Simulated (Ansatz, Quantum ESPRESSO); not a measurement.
## CaC₂ (Pnnm, 6 atoms in the cell) computed with different codes at matched settings

Zone-centre phonon calculation.

```
CaC2
1.0
    4.40723     0.00000     0.00000
    0.00000     5.90435     0.00000
    0.00000     0.00000     3.89734
Ca C
2 4
Direct
  0.00000   0.00000   0.00000
  0.50000   0.50000   0.50000
  0.88666   0.56447   0.00000
  0.11334   0.43553   0.00000
  0.38666   0.93553   0.50000
  0.61334   0.06447   0.50000
```

Shared settings, as Ansatz (a program for electronic structure) writes them: kpoints.mp_grid.grid = 4 3 5; scf.occupations.method = fixed. Potentials and cutoffs stand in the table.

```
code                                                            model  highest zone-centre frequency, without LO-TO term (cm⁻¹)  mean ε∞ at this mesh   cutoff
----------------  ---------------------------------------------------  --------------------------------------------------------  --------------------  -------
Ansatz                            LDA (PW92), PAW files made with PBE                                                      1869                  3.86  default
Quantum ESPRESSO  LDA (PZ), GBRV 1.5 ultrasoft (LDA) pseudopotentials                                                      1893                  3.87    40 Ry
```

The spread over the programs that give each value: highest zone-centre frequency, without LO-TO term within 24.0 cm⁻¹; mean ε∞ at this mesh within 0.01 .

The same LDA comes in different parametrisations, which differ slightly.

The starting cell comes from a database of computed structures (which also holds hypothetical and non-ambient phases and stackings), without a prior relaxation at this level.

Keys are those of Ansatz 0.2.
